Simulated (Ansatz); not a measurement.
# Effect of Ta on a K site (antisite), symmetric start on KTaO3

Take a 10-atom supercell of KTaO3 in the cubic perovskite structure (space group Pm-3m, No. 221; a = 3.985 Å) at its relaxed geometry as the base.

One thing is altered: a neutral Ta on a K site (antisite), symmetric start, atoms relaxed at fixed cell.

All numbers come from Ansatz (a quantum-chemistry and plane-wave program), PBEsol, PAW, cutoff 420 eV, no spin-orbit coupling. Settings: 6×6×6 k-points, 0.01 eV Fermi–Dirac smearing.

| quantity | base | changed | shift |
|---|---|---|---|
| pressure | 0.0 GPa | -2.4 GPa | -2.4 GPa |
| largest displacement of a host atom from its site in the perfect cell | – | 0.00 Å | – |

Final structure:

```xyz
10
Lattice="3.9853 -3.9853 0.0000 0.0000 3.9853 -3.9853 0.0000 3.9853 3.9853" Properties=species:S:1:pos:R:3 pbc="T T T"
Ta     0.0000     0.0000     0.0000
K      0.0000     3.9853     0.0000
Ta     1.9927     1.9927     1.9927
Ta     1.9927     1.9927    -1.9927
O      0.0000     1.9927     1.9927
O      0.0000     1.9927    -1.9927
O      1.9927     1.9927     0.0000
O      1.9927    -1.9927     0.0000
O      1.9927     0.0000     1.9927
O      1.9927     0.0000    -1.9927
```

The magnetic state is the one reached from the starting moments; the real material's order can differ, and small cells can't hold many antiferromagnetic ones. The cell is small, so the values are those of an ordered compound at a high defect concentration; dilute-limit values will differ. The mesh was chosen for an insulator and is coarse for the gapless case. The defect started on the symmetric site and kept its symmetry, so it may sit on a saddle. No Hubbard U is applied, and correlation can decide whether such a compound is a metal. The defect cell is spin-polarised and ends with 2.7 μB, a fractional moment that hangs on the mesh and smearing.
